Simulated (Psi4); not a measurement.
Psi4 1.11, PBE0/def2-svp, scf_type pk: Ge(F)(Cl)2(OEt) (CC[O][Ge]([F])([Cl])[Cl]), 12 atoms. The geometry is a generated start, not checked to be a minimum at this level.

| Property | Value |
|---|---|
| task | energy |
| method | pbe0 |
| basis | def2-svp |
| memory | 7 GB |
| e_convergence | 1e-08 |
| d_convergence | 1e-07 |
| guess | auto, which took SAD (default) |
| diis_max_vecs | 10 (default) |
| scf_initial_accelerator | adiis (default) |
| dft_radial_points | 75 (default) |
| dft_spherical_points | 302 (default) |
| basis functions | 149 |
| grid points | 254724 |

```xyz
12

C      1.9627    -0.0210    -0.3067
C      0.5367    -0.5339    -0.4217
O     -0.3271     0.4788     0.0994
Ge    -1.9891     0.4476     0.5558
F     -2.1679     2.1369     0.9193
Cl    -3.2936    -0.0196    -1.0245
Cl    -2.3465    -0.6152     2.3311
H      2.0646     0.9113    -0.8537
H      2.6515    -0.7575    -0.7101
H      2.2071     0.1645     0.7351
H      0.2805    -0.7276    -1.4698
H      0.4211    -1.4644     0.1457
```

The reference run uses exact four-centre integrals (scf_type = pk). Each setting ran once; only counts and results are compared.

Measured:

```csv
setting,energy against the reference
"scf_type = cd, cholesky_tolerance = 1e-06",−0.013 meV/atom
"scf_type = cd, cholesky_tolerance = 1e-05",−0.31 meV/atom
"scf_type = cd, cholesky_tolerance = 0.0001 (default)",−1.4 meV/atom
"scf_type = cd, cholesky_tolerance = 0.001",−1.5 meV/atom
```

Predict the row for scf_type = cd, cholesky_tolerance = 0.01.

energy against the reference: −280 meV/atom. Total energies are compared; such shifts often cancel in part in energy differences.
